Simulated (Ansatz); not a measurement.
**SiC: pressure series**

The reference is SiC in the zinc blende structure (space group F-43m, No. 216; a = 4.329 Å).

Cell and atoms are relaxed at each pressure.

The values are results of LDA in Ansatz (plane waves to 420 eV, PAW, spin-orbit coupling left out), not measurements.

Two rows of this table had their results exchanged by mistake.

| pressure | volume per atom (Å³) | shortest distance (Å) | band gap |
|---|---|---|---|
| pressure −2 GPa | 10.23 | 1.880 | 1.31 eV |
| pressure −1 GPa | 10.19 | 1.877 | 1.30 eV |
| pressure 0.9 GPa | 9.57 | 1.838 | 1.25 eV |
| pressure 4.5 GPa | 9.95 | 1.863 | 1.28 eV |
| pressure 15 GPa | 10.10 | 1.872 | 1.30 eV |
| pressure 22.5 GPa | 9.33 | 1.823 | 1.22 eV |
| pressure 30 GPa | 9.12 | 1.809 | 1.20 eV |

**Question.** Which two?

**Answer.** The rows for pressure 0.9 GPa and pressure 15 GPa: the volume has to fall steadily with pressure, so 10.10 Å³ belongs to pressure 0.9 GPa and 9.57 Å³ to pressure 15 GPa.

Load acts through the strain it causes; cell and atoms are relaxed under it. Stability against distortions was not tested. Competing high-pressure phases were not computed.

Ansatz is a first-principles code.
